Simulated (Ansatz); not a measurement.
**Point defect O_S in zinc-blende ZnS**

Calculation: PBE, PAW (plane waves to 420 eV; Ansatz, an electronic-structure program). Cell: 64 sites, 2×2×2 repeats of a cell of 8 atoms; final energies on a 2×2×2 shifted mesh. Site at the start: the S site. Energies of charged states are corrected for periodic images (point charge plus alignment at distant sites). Dielectric constants: PBE linear response of the host. Host gap at this level: 2.01 eV. Finite-size and sampling errors can reach tenths of an eV here. PBE underestimates the host's gap, which shifts levels and can delocalise carriers. Spin–orbit coupling is left out. Each state is the lowest found from its start.

Formation energies E_f are given with the Fermi level at the valence-band maximum. Chemical conditions: S-rich (Δμ(S) = 0.00 eV, Δμ(O) = -1.19 eV, bounded by wurtzite ZnO; only phases computed here count, gases as isolated molecules at 0 K); Zn-rich (Δμ(S) = -1.65 eV, Δμ(O) = -2.85 eV, bounded by wurtzite ZnO; only phases computed here count, gases as isolated molecules at 0 K). Reference phases: O: O2 molecule in a box, S: S8 molecule in a box.

Charges with a result: +1, 0, −1. Others weren't obtained, and one of them could lie lower, also by skipping a charge.

```csv
charge,moment (μB),largest move off a lattice site (Å),image correction with alignment (eV),"E_f, S-rich (eV)","E_f, Zn-rich (eV)"
+1*,quenched,0.27,–,–,–
0,not spin-polarised,0.27,0.00,0.66,0.66
−1*,1.0,0.30,–,–,–
```

* At this level the carrier isn't localised at the defect: at charge +1 holes occupy the valence band; at charge −1 electrons occupy the conduction band. Such a state is shallow or no state of the defect, and this cell gives it no level.

Starting moments that weren't kept: charge +1 began with 1 μB and ended with 0.0.
